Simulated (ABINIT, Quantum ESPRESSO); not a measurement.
A Quantum ESPRESSO input for a self-consistent single point of Nb3Sn (Pm-3n, 8 atoms in the cell) (DFT, PBE, plane waves, PseudoDojo standard norm-conserving (PBE) pseudopotentials):

```fortran
&CONTROL
 calculation = 'scf'
 prefix = 'scf'
 outdir = './out'
 pseudo_dir = './'
 tprnfor = .true.
 tstress = .true.
/
&SYSTEM
 ibrav = 0
 nat = 8
 ntyp = 2
 ecutwfc = 85
 occupations = 'smearing'
 smearing = 'fermi-dirac'
 degauss = 0.0073499
/
&ELECTRONS
 conv_thr = 1.0d-9
 mixing_beta = 0.3
/
ATOMIC_SPECIES
Nb    92.9064  Nb.upf
Sn   118.7100  Sn.upf
CELL_PARAMETERS {angstrom}
   5.1982400000     0.0000000000     0.0000000000
   0.0000000000     5.1982400000     0.0000000000
   0.0000000000     0.0000000000     5.1982400000
ATOMIC_POSITIONS {bohr}
Nb    2.4558124825    0.0000000000    4.9116249650
Nb    7.3674374476    0.0000000000    4.9116249650
Nb    4.9116249650    7.3674374476    0.0000000000
Nb    4.9116249650    2.4558124825    0.0000000000
Nb    0.0000000000    4.9116249650    7.3674374476
Nb    0.0000000000    4.9116249650    2.4558124825
Sn    0.0000000000    0.0000000000    0.0000000000
Sn    4.9116249650    4.9116249650    4.9116249650
K_POINTS {automatic}
5 5 5  0 0 0
```

**Question.** Translate this input to ABINIT.

**Answer.** One input that does it (others would too):

```
# Nb3Sn, PseudoDojo nc-sr-05 PBE standard
pp_dirpath "./"
pseudos "Nb.upf, Sn.upf"
acell 9.8232499301 9.8232499301 9.8232499301
rprim
         1.0000000000    0.0000000000    0.0000000000
         0.0000000000    1.0000000000    0.0000000000
         0.0000000000    0.0000000000    1.0000000000
natom 8
ntypat 2
znucl 41 50
typat 1 1 1 1 1 1 2 2
xcart
         1.2995600000    0.0000000000    2.5991200000
         3.8986800000    0.0000000000    2.5991200000
         2.5991200000    3.8986800000    0.0000000000
         2.5991200000    1.2995600000    0.0000000000
         0.0000000000    2.5991200000    3.8986800000
         0.0000000000    2.5991200000    1.2995600000
         0.0000000000    0.0000000000    0.0000000000
         2.5991200000    2.5991200000    2.5991200000
      Angstrom
ecut 82 Ry
occopt 3
tsmear 0.1 eV
nband 66
kptopt 1
ngkpt 5 5 5
nshiftk 1
shiftk 0 0 0
nstep 60
tolvrs 1.0e-12
prtwf 0
prtden 0
enunit 2
```

Basis settings and potentials, where a program has them, do not carry over. This input uses DFT, PBE, plane waves, norm-conserving pseudopotentials (PseudoDojo nc-sr-05 PBE standard). Both were run: pressure 13.37 GPa in Quantum ESPRESSO and 13.34 in ABINIT.

On ABINIT: the starting cell comes from a database of computed structures (which also holds hypothetical and non-ambient phases and stackings), without a prior relaxation at this level. Its lattice was rescaled by a random factor within 2.5 % of one. For this run, on top of that: lattice scaled by 0.98. Spin polarisation is off. With a pressure of about 13 GPa the cell is away from its equilibrium volume at this level.

On Quantum ESPRESSO: the starting cell comes from a database of computed structures (which also holds hypothetical and non-ambient phases and stackings), without a prior relaxation at this level. Its lattice was rescaled by a random factor within 2.5 % of one. For this run, on top of that: lattice scaled by 0.98. Spin polarisation is off. With a pressure of about 13 GPa the cell is away from its equilibrium volume at this level.
